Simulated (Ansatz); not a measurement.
Base system: GaP in the zinc blende structure (space group F-43m, No. 216; a = 5.452 Å). Axes: x, y, z lie along the cube axes.

Method: DFT with r2SCAN, PAW potentials and a 500 eV plane-wave cutoff in Ansatz (a quantum-chemistry and plane-wave program), no spin-orbit coupling, earlier PAW set.

Before the change:

| Quantity | Value |
|---|---|
| Band gap | 1.85 eV |
| Volume per atom | 20.25 Å³ |
| Pressure | 0.00 GPa |

Modification: biaxial strain −0.70 %, plane normal [111], relaxed out of plane (Cartesian); in-plane vectors clamped, the third vector and the atoms free.

Task: Predict the new band gap.

Result: The band gap falls by 0.05 eV (1.85 eV → 1.80 eV).

Task: Estimate the effect on the volume per atom.

Result: The volume per atom drops by 0.22 Å³, from 20.25 Å³ to 20.03 Å³.

Task: Estimate the effect on the pressure.

Result: The pressure (mean of the normal stresses, compression positive) goes from zero to 1.00 GPa.

Task: What does the calculation give for the energy relative to the base after the change?

Result: The energy grows by 1.3 meV/atom.

Gaps are read on the SCF mesh and a high-symmetry path. Whether these cells are dynamically stable was not tested.
